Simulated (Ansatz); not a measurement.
# BN in the zinc blende structure (space group F-43m, No. 216)

BN has the cubic space group F-43m (No. 216), the zinc blende structure, Pearson symbol cF8. Lattice parameters: a = b = c = 3.6241 Å, α = β = γ = 90.00°. N on 4c sees 4 B at 1.569 Å (tetrahedral). B on 4a has 4 N at 1.569 Å (tetrahedral). (Neighbours: up to the widest gap in distance over summed covalent radii, below 1.35, at either atom.)
(The calculation used a cell of 2 atoms; values per cell refer to that cell.)

Method: PBE in Ansatz (plane waves to 420 eV, PAW, no spin-orbit coupling), earlier PAW set. Γ-centred 16×16×16 mesh, Fermi–Dirac width 0.05 eV.

```json
{
  "volume_per_atom": "5.95 Å³",
  "density": "3.46 g/cm³",
  "band_gap": "4.46 eV, indirect, Γ → X",
  "electron_mass": "0.91 mₑ along k, 0.30 mₑ across",
  "Hole mass (degenerate bands, along [100])": "0.50, 0.53, 0.53 mₑ",
  "Lowest conduction-band minima above the VBM": "X along ⟨100⟩ 4.46 eV",
  "total_energy": "-271.140 eV/atom (σ→0; compares only within this code and set-up)"
}
```

Effective masses come from finite differences of ±0.01 Å⁻¹. Along k means along the line from Γ to the band edge. No phonon test of stability was made.

Ansatz is an electronic-structure program.
